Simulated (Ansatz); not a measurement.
## A series of runs on BaLuSi2O6F (P-1, 22 atoms in the cell)

```yaml
crystal:
  lattice:
    - [5.57637, 0.00000, 0.00000]
    - [-0.38262, 7.27647, 0.00000]
    - [-1.86211, -2.87245, 8.42970]
  atoms:
    - { symbol: Ba, position: [0.75782, 0.25769, 0.04574] }
    - { symbol: Ba, position: [0.24218, 0.74231, 0.95426] }
    - { symbol: Lu, position: [0.16320, 0.14784, 0.70058] }
    - { symbol: Lu, position: [0.83680, 0.85216, 0.29942] }
    - { symbol: Si, position: [0.38450, 0.17750, 0.36830] }
    - { symbol: Si, position: [0.61550, 0.82250, 0.63170] }
    - { symbol: Si, position: [0.67840, 0.44000, 0.70970] }
    - { symbol: Si, position: [0.32160, 0.56000, 0.29030] }
    - { symbol: O, position: [0.61320, 0.31330, 0.51730] }
    - { symbol: O, position: [0.38680, 0.68670, 0.48270] }
    - { symbol: O, position: [0.16670, 0.08880, 0.43770] }
    - { symbol: O, position: [0.83330, 0.91120, 0.56230] }
    - { symbol: O, position: [0.25160, 0.32560, 0.27380] }
    - { symbol: O, position: [0.74840, 0.67440, 0.72620] }
    - { symbol: O, position: [0.50750, 0.01550, 0.24970] }
    - { symbol: O, position: [0.49250, 0.98450, 0.75030] }
    - { symbol: O, position: [0.44780, 0.41400, 0.79270] }
    - { symbol: O, position: [0.55220, 0.58600, 0.20730] }
    - { symbol: O, position: [0.93120, 0.37720, 0.80170] }
    - { symbol: O, position: [0.06880, 0.62280, 0.19830] }
    - { symbol: F, position: [0.14640, 0.09750, 0.92330] }
    - { symbol: F, position: [0.85360, 0.90250, 0.07670] }
```

Base run A: PBEsol, default PAW files made with PBE (Ansatz, a quantum-chemistry and plane-wave program), self-consistent single point.

Its settings: basis.ecutwfc = 420 eV; kpoints.mp_grid.grid = 3 3 2; hamiltonian.xc = pbesol; hamiltonian.pseudopotentials = {kind: paw} (the program's default PAW files); scf.occupations.method = fermi_dirac; scf.occupations.width = 0.1 eV.

The starting cell comes from a database of published, mostly measured structures (it also holds non-ambient and calculated ones), without a prior relaxation at this level. Its lattice was rescaled by a random factor within 2.5 % of one. Spin-orbit coupling is off. In the base run, with a pressure of about -8 GPa the cell is away from its equilibrium volume at this level. Ansatz's pressure includes its estimate of the finite-basis (Pulay) stress.

Runs:
- B: hamiltonian.xc: pbesol → lda [LDA (PW92)]
- C: hamiltonian.xc: pbesol → rpbe [RPBE]
- D: hamiltonian.xc: pbesol → revpbe [revPBE]
- E: hamiltonian.xc: pbesol → blyp [BLYP]
- F: basis.ecutwfc: 420 eV → 500 eV; hamiltonian.xc: pbesol → r2scan [r2SCAN]

| run | pressure (GPa) | largest force (eV/Å) | gap on the mesh (eV) |
|---|---|---|---|
| A | -8.46 | 0.649 | 4.536 |
| B | -12.20 | 0.861 | 4.409 |
| C | -2.01 | 0.560 | 4.873 |
| D | -2.78 | 0.577 | 4.848 |
| E | -3.09 | 0.719 | 4.729 |
| F | -9.06 | 1.045 | 5.212 |

Run C against A: The pressure goes from -8.46 to -2.01 GPa, the largest force goes from 0.649 to 0.560 eV/Å and the gap on the mesh goes from 4.536 to 4.873 eV.

Run F against A: The pressure goes from -8.46 to -9.06 GPa, the largest force goes from 0.649 to 1.045 eV/Å and the gap on the mesh goes from 4.536 to 5.212 eV.

Keys are those of Ansatz 0.2.
